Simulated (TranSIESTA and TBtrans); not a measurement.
Pb chain with one Mo atom in place of Pb

System: Pb chain with one Mo atom in place of Pb. Leads: straight Pb chain, spacing 2.708 Å. Geometry: 3 atoms about the centre moved by SIESTA (PBE, DZP) to a largest force of 0.03 eV/Å, all others as built, motion along the axis alone.

Computed with TranSIESTA and TBtrans, LDA, DZP numerical orbitals (energy shift 0.15 eV), PseudoDojo norm-conserving scalar-relativistic potentials, mesh cutoff 200 Ry, 300 K, spin-polarised (collinear), no spin-orbit coupling; self-consistent non-equilibrium Green functions.

```
Item                                                           Result
-------------------------------------------------------------  ------
Conductance at 300 K (G0 = 2e²/h)                                2.31
Mean T from −0.5 to 0.5 eV                                       2.31
Spin polarisation of the conductance, (up − down)/(up + down)    0.06
```

Energies count from the leads' Fermi level. Transmissions are for each spin. The energy step is 0.01 eV; narrower resonances are cut or missed.

| E (eV) | T up | T down | lead channels up | down |
|---|---|---|---|---|
| -2.00 | 0.88 | 0.69 | 1 | 1 |
| -1.90 | 0.87 | 0.68 | 1 | 1 |
| -1.80 | 0.85 | 0.66 | 1 | 1 |
| -1.70 | 0.83 | 0.65 | 1 | 1 |
| -1.60 | 0.82 | 0.64 | 1 | 1 |
| -1.50 | 0.81 | 0.63 | 1 | 1 |
| -1.40 | 0.80 | 0.62 | 1 | 1 |
| -1.30 | 0.79 | 0.61 | 1 | 1 |
| -1.20 | 0.79 | 0.60 | 1 | 1 |
| -1.10 | 0.78 | 0.59 | 1 | 1 |
| -1.00 | 0.79 | 0.59 | 1 | 1 |
| -0.90 | 1.13 | 2.23 | 3 | 3 |
| -0.80 | 1.76 | 2.57 | 3 | 3 |
| -0.70 | 2.16 | 2.53 | 3 | 3 |
| -0.60 | 1.40 | 2.47 | 3 | 3 |
| -0.50 | 1.99 | 2.41 | 3 | 3 |
| -0.40 | 2.16 | 2.35 | 3 | 3 |
| -0.30 | 2.26 | 2.29 | 3 | 3 |
| -0.20 | 2.34 | 2.24 | 3 | 3 |
| -0.10 | 2.40 | 2.20 | 3 | 3 |
| 0.00 | 2.45 | 2.17 | 3 | 3 |
| 0.10 | 2.48 | 2.15 | 3 | 3 |
| 0.20 | 2.51 | 2.15 | 3 | 3 |
| 0.30 | 2.54 | 2.15 | 3 | 3 |
| 0.40 | 2.55 | 2.17 | 3 | 3 |
| 0.50 | 2.57 | 2.19 | 3 | 3 |
| 0.60 | 2.57 | 2.21 | 3 | 3 |
| 0.70 | 2.58 | 2.24 | 3 | 3 |
| 0.80 | 2.58 | 2.27 | 3 | 3 |
| 0.90 | 2.59 | 2.29 | 3 | 3 |
| 1.00 | 2.59 | 2.32 | 3 | 3 |
| 1.10 | 2.59 | 2.35 | 3 | 3 |
| 1.20 | 2.59 | 2.40 | 3 | 3 |
| 1.30 | 2.59 | 2.32 | 3 | 3 |
| 1.40 | 2.60 | 2.26 | 3 | 3 |
| 1.50 | 2.60 | 2.30 | 3 | 3 |
| 1.60 | 2.60 | 2.31 | 3 | 3 |
| 1.70 | 2.60 | 2.31 | 3 | 3 |
| 1.80 | 2.60 | 2.31 | 3 | 3 |
| 1.90 | 2.60 | 2.30 | 3 | 3 |
| 2.00 | 2.60 | 2.29 | 3 | 3 |

Moments were seeded on the central atoms alone, and one start was tried. The straight chain is held at its spacing; free chains may zigzag or dimerise. Spin-orbit coupling, left out here, matters for the heavy atoms.
